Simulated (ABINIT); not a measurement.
A self-consistent single point of Sr₃P₂ (Pm-3m, 5 atoms in the cell) with ABINIT.

Method of the run: PBEsol, norm-conserving pseudopotentials (PseudoDojo nc-sr-04 PBEsol standard) (plane waves; ABINIT).

The change in words: lattice scaled by 0.98. Reference geometry:
```yaml
crystal:
  lattice:
    - [5.67000, 0.00000, 0.00000]
    - [0.00000, 5.67000, 0.00000]
    - [0.00000, 0.00000, 5.67000]
  atoms:
    - { symbol: Sr, position: [0.00000, 0.50000, 0.50000] }
    - { symbol: Sr, position: [0.50000, 0.00000, 0.50000] }
    - { symbol: Sr, position: [0.50000, 0.50000, 0.00000] }
    - { symbol: P, position: [0.00000, 0.00000, 0.00000] }
    - { symbol: P, position: [0.50000, 0.50000, 0.50000] }
```

Reference input (self-consistent single point, DFT, PBEsol, plane waves, norm-conserving pseudopotentials (PseudoDojo nc-sr-04 PBEsol standard)): pseudos = [Sr.upf, P.upf]; ecut = 68 Ry; occopt = 3; tsmear = 0.136 eV; ngkpt = 6 6 6; nshiftk = 1; shiftk = 0 0 0; potentials = PseudoDojo nc-sr-04 PBEsol standard; nband = 27; kptopt = 1; nstep = 100; toldfe = 1e-09 Ha. This run's input differs from it in these lines:

```diff
@@ -3,3 +3,3 @@
 pseudos "Sr.upf, P.upf"
-acell 5.6700000000 5.6700000000 5.6700000000 Angstrom
+acell 5.5566000000 5.5566000000 5.5566000000 Angstrom
 rprim
@@ -13,7 +13,7 @@
 xcart
-         0.0000000000    2.8350000000    2.8350000000
-         2.8350000000    0.0000000000    2.8350000000
-         2.8350000000    2.8350000000    0.0000000000
+         0.0000000000    2.7783000000    2.7783000000
+         2.7783000000    0.0000000000    2.7783000000
+         2.7783000000    2.7783000000    0.0000000000
          0.0000000000    0.0000000000    0.0000000000
-         2.8350000000    2.8350000000    2.8350000000
+         2.7783000000    2.7783000000    2.7783000000
       Angstrom
```

Output (repeated stretches shortened):

```
--- !BeginCycle
solver: {iscf: 7, nstep: 100, nline: 4, wfoptalg: 0, }
tolerances: {toldfe: 1.00E-09, }
...

     iter   Etot(hartree)      deltaE(h)  residm     vres2
 ETOT  1  -116.40140209405    -1.164E+02 3.437E-02 1.077E+03
 ETOT  2  -116.54004934087    -1.386E-01 1.230E-02 2.167E+02
 ETOT  3  -116.55936928670    -1.932E-02 2.608E-03 9.844E+00
 ETOT  4  -116.56020220048    -8.329E-04 1.890E-03 7.381E+00
 ETOT  5  -116.56057114361    -3.689E-04 1.741E-03 1.927E-01
 ETOT  6  -116.56058108619    -9.943E-06 7.793E-04 1.677E-03
 ETOT  7  -116.56058120174    -1.155E-07 1.018E-03 6.213E-05
 ETOT  8  -116.56058120590    -4.160E-09 9.360E-04 3.019E-06
 ETOT  9  -116.56058120609    -1.943E-10 1.016E-03 1.971E-07
 ETOT 10  -116.56058120611    -1.833E-11 5.951E-04 1.919E-09
 At SCF step   10, etot is converged :
  for the second time, diff in etot=  1.833E-11 < toldfe=  1.000E-09

 Cartesian components of stress tensor (hartree/bohr^3)
  sigma(1 1)= -2.32783083E-05  sigma(3 2)=  0.00000000E+00
  sigma(2 2)= -2.32783083E-05  sigma(3 1)=  0.00000000E+00
  sigma(3 3)= -2.32783083E-05  sigma(2 1)=  0.00000000E+00

 ----iterations are completed or convergence reached----

 reduced coordinates (array xred) for    5 atoms
       0.000000000000      0.500000000000      0.500000000000
       0.500000000000      0.000000000000      0.500000000000
       0.500000000000      0.500000000000      0.000000000000
       0.000000000000      0.000000000000      0.000000000000
       0.500000000000      0.500000000000      0.500000000000
 cartesian forces (eV/Angstrom) at end:
   [... lines left out ...]
 Fermi (or HOMO) energy (hartree) =   0.17802   Average Vxc (hartree)=  -0.31254
 Fermi (or HOMO) energy (eV) =   4.84420   Average Vxc (eV)=  -8.50474
   [... lines left out ...]
total_energy        : -1.16560581206110E+02
total_energy_eV     : -3.17177471814415E+03
band_energy         : -1.44220731590049E+01
...

-Cartesian components of stress tensor (GPa)         [Pressure=  6.8487E-01 GPa]
- sigma(1 1)= -6.84871359E-01  sigma(3 2)=  0.00000000E+00
- sigma(2 2)= -6.84871359E-01  sigma(3 1)=  0.00000000E+00
- sigma(3 3)= -6.84871359E-01  sigma(2 1)=  0.00000000E+00

 Calculation completed.
```

The run converged in 10 iterations. Against the reference run the free energy falls by 4.7 meV/atom and the pressure goes from -1.30 to 0.68 GPa.

The starting cell comes from a database of computed structures (which also holds hypothetical and non-ambient phases and stackings), without a prior relaxation at this level. For this run, on top of that: lattice scaled by 0.98. The run gives no clean gap (levels at the Fermi energy touch, overlap or are partly filled at this smearing), which alone does not show that the compound is a metal.

Cost on one core of a shared machine: roughly 5 min.
